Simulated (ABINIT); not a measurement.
Band structure of CdSe (F-43m, 2 atoms in the cell).

```xyz
2
Lattice="0.0000 3.0420 3.0420 3.0420 0.0000 3.0420 3.0420 3.0420 0.0000" Properties=species:S:1:pos:R:3 pbc="T T T"
Cd     0.0000     0.0000     0.0000
Se     4.5630     4.5630     4.5630
```

Method of the run: PBE, PAW (JTH v2.0 PBE PAW) (plane waves; ABINIT).

Settings: pseudos = [Cd.GGA_PBE-JTH.xml, Se.GGA_PBE-JTH.xml]; ecut = 20 Ha; pawecutdg = 40 Ha; pawxcdev = 0; occopt = 1; ngkpt = 6 6 6; nshiftk = 1; shiftk = 0 0 0; potentials = JTH v2.0 PBE PAW; kptopt = 1; nstep = 60; tolvrs1 = 1e-10; diemac = 12.

The starting cell comes from a database of computed structures (which also holds hypothetical and non-ambient phases and stackings), without a prior relaxation at this level. Its lattice was rescaled by a random factor within 2.5 % of one.

### Question
Predict the gap along the standard path and the places of the band edges.

### Answer
The gap along the path is 0.60 eV, direct at Γ to within 0.01 eV.

Levels in eV from the top of the valence band on the SCF mesh, bands 6 to 12:
```
point      6      7      8      9    10    11    12
-----  -----  -----  -----  -----  ----  ----  ----
Γ      -7.56   0.00   0.00   0.00  0.60  5.93  5.93
X      -7.20  -4.08  -1.85  -1.85  3.14  3.75  9.08
W      -7.08  -3.99  -2.23  -2.21  5.02  5.22  6.48
K      -7.11  -4.02  -2.52  -1.52  3.71  5.14  8.26
L      -7.27  -4.39  -0.75  -0.75  2.38  6.45  6.45
U      -7.11  -4.02  -2.52  -1.52  3.71  5.14  8.26
```
